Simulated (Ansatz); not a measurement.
Start from Rh in the fcc (Cu type) structure (space group Fm-3m, No. 225; a = 3.782 Å; relaxed with 0.1 eV smearing). Axes: x, y, z lie along the cube axes.

Structures relaxed with Kohn–Sham DFT with the PBEsol functional, run in Ansatz (a program for electronic structure) with PAW and 420 eV plane waves, no spin-orbit coupling.

Base:

Simulated powder pattern, Co Kα, λ = 1.79026 Å (kinematic, ideal powder, no thermal factors, no anomalous dispersion; the 14 strongest lines at most, above 2 %, up to 2θ = 90°):

| 2θ (°) | I/Imax (%) | hkl |
|---|---|---|
| 48.41 | 100 | (111) |
| 56.51 | 47 | (200) |
| 84.06 | 31 | (220) |

After one change:

Simulated powder pattern, Co Kα, λ = 1.79026 Å (kinematic, ideal powder, no thermal factors, no anomalous dispersion; the 14 strongest lines at most, above 2 %, up to 2θ = 90°):

| 2θ (°) | I/Imax (%) |
|---|---|
| 47.54 | 100 |
| 48.98 | 31 |
| 55.91 | 61 |
| 81.97 | 20 |
| 84.14 | 19 |

Q: What was done to the base?
A) biaxial strain −2.50 %, plane normal [111], relaxed out of plane
B) biaxial strain +0.42 %, plane normal [111], relaxed out of plane
C) biaxial strain +2.08 %, plane normal [111], relaxed out of plane
D) biaxial strain +1.67 %, plane normal [111], relaxed out of plane

A: C, biaxial strain +2.08 %, plane normal [111], relaxed out of plane. Its volume per atom is 13.93 Å³ against 13.52 Å³, and its space group is R-3m (No. 166).

Stability against distortions was not tested. The final runs are not spin-polarised. Rh lies near a magnetic instability that expansion can trigger; it was not tested.
